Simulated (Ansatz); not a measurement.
System: TiW (Cmmm, No. 65, 2 atoms in the cell; start mp-1216621). Method: PBEsol in Ansatz (plane waves, PAW).

Input file:

Ansatz 0.2 input:
```yaml
crystal:
  lattice:
    - [1.5793430304, -2.268752914, 0.0]
    - [1.5793430304, 2.268752914, 0.0]
    - [0.0, 0.0, 4.4510248922]
  atoms:
    - { symbol: Ti, position: [0.0, 0.0, 0.0] }
    - { symbol: W, position: [0.5, 0.5, 0.5] }
basis:
  ecutwfc: 520
  ecutrho_ratio: 4
  xc_grid: 2
kpoints:
  mp_grid: { grid: [22, 22, 12] }
hamiltonian:
  xc: pbesol
  dispersion: none
  pseudopotentials: { kind: paw }
scf:
  occupations: { method: fermi_dirac, width: 0.05 }
output:
  forces: true
  stress: true
  eigenvalues: true
relax:
  f_tol: 0.004
  escape_saddle: false
  max_steps: 80
  cell: { stress_tol: 0.02, fix: [volume] }
```

The run printed, among other lines:

```
Relaxation: its limit of steps is 80 (relax.max_steps)
Crystal: 2 atoms, lattice volume = 31.897 Å³
Basis set: ecut = 520 eV, 865 PW (Γ), exchange–correlation on 48×48×72 points (8 copies of the dense FFT grid, shifted against one another)
Bands: 17, of which v1, the nominal top of the filled ones, is band 13 counted from 1 (12 counted from 0)
Symmetry: 8 space group operations
Space group: Cmmm (ITA 65), of the structure as read, at distance tolerance 3.2e-5 Å
k-points: 931 of 5808
Functional: x = pbesol(κ = 0.804, μ = 0.12345679012345678), c = pbesol(β = 0.046)
SCF iter   1: F=—  HF=-12730.530222 eV  |F-HF|=—  |Δ(HF+E_count)|=         —  Δρ=1.36e-2  dr2=1.31e-1
SCF iter   2: F=—  HF=-12730.525238 eV  |F-HF|=—  |Δ(HF+E_count)|=   4.98e-3  Δρ=1.04e-2  dr2=8.53e-2
  ...
SCF 1 converged in 7 iterations: F = -12730.517200 eV  dr2 = 6.81e-9
Crystal: 2 atoms, lattice volume = 31.897 Å³
Initial density: handed on by an earlier stage of this run
SCF 2 converged in 6 iterations: F = -12730.517263 eV  dr2 = 8.12e-12
Crystal: 2 atoms, lattice volume = 31.897 Å³
SCF 3 converged in 6 iterations: F = -12730.517266 eV  dr2 = 1.84e-12
Crystal: 2 atoms, lattice volume = 31.897 Å³
SCF 4 converged in 6 iterations: F = -12730.517267 eV  dr2 = 1.53e-13
Crystal: 2 atoms, lattice volume = 31.897 Å³
SCF iter   7: F=-12730.517267 eV  HF=-12730.517267 eV  |F-HF|=3.64e-12  |Δ(HF+E_count)|=    0.00e0  Δρ=6.49e-10  dr2=2.96e-16
SCF iter   8: F=-12730.517267 eV  HF=-12730.517267 eV  |F-HF|=5.46e-12  |Δ(HF+E_count)|=  3.64e-12  Δρ=4.18e-10  dr2=5.91e-17
SCF 5 converged in 8 iterations: F = -12730.517267 eV  dr2 = 5.91e-17
SCF converged after 8 iterations
Free energy (F): -12730.517267 eV
Internal energy: -12730.493885 eV  (E = F + TS)
E sigma→0 (E₀):  -12730.505576 eV
Fermi energy:    17.928229 eV
--- Forces (eV/Å), atoms counted from 1 ---
  atom   1  Ti    -0.00000000     0.00000000     0.00000000
  atom   2  W     -0.00000000     0.00000000     0.00000000
--- Stress (GPa, compression-positive) ---
       -3.966529       0.000000       0.000000
        0.000000      -3.962983       0.000000
        0.000000       0.000000      -3.965390
  P = ⅓ Tr σ = -3.9650 GPa (-39.650 kbar)
```

The cell is one volume of an energy–volume scan, off the minimum.

The PAW data were made under PBE.

Note: the run has no spin polarisation, so it can have missed a magnetic state. Note: the relaxation could not lower the start's symmetry, so the cell can be a saddle point above a distorted one.

A start named mp-… is a Materials Project structure, which need not be a measured phase.

Ansatz is a first-principles code.
